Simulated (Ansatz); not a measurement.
InAs 2H (hh) (a stacking that need not occur in nature), space group P6_3mc.

The geometry comes from a PBE relaxation.

```xyz
4
Lattice="4.3654 0.0000 0.0000 -2.1827 3.7805 0.0000 0.0000 0.0000 7.1724" Properties=species:S:1:pos:R:3 pbc="T T T"
In     0.0000     0.0000     0.0016
As     0.0000     0.0000     2.6881
In     0.0000     5.0407     3.5878
As     0.0000     5.0407     6.2743
```

All values below come from HSE06 (plane waves to 420 eV, PAW; Ansatz, a quantum-chemistry and plane-wave program). Spin–orbit coupling is left out. Its k-point mesh 6×6×3, Fermi–Dirac width 0.01 eV. HSE06 ran on meshes of its own (6×6×3); its edges and gaps are taken over the mesh and over extra points off it, mostly where PBE has its edges.

**Question.** List the levels next to the gap at (0.000, 0.000, -0.033) of this cell's own (folded) zone, from the top of the valence band (the table ends after a fixed count of bands, which can cut a degenerate set).

**Answer.** 
| band | E − E_v (eV) |
|---|---|
| v4 | -1.046 |
| v3 | -0.270 |
| v2 | -0.004 |
| v1 | -0.004 |
| c1 | 0.317 |
| c2 | 1.237 |
| c3 | 4.451 |
| c4 | 4.451 |
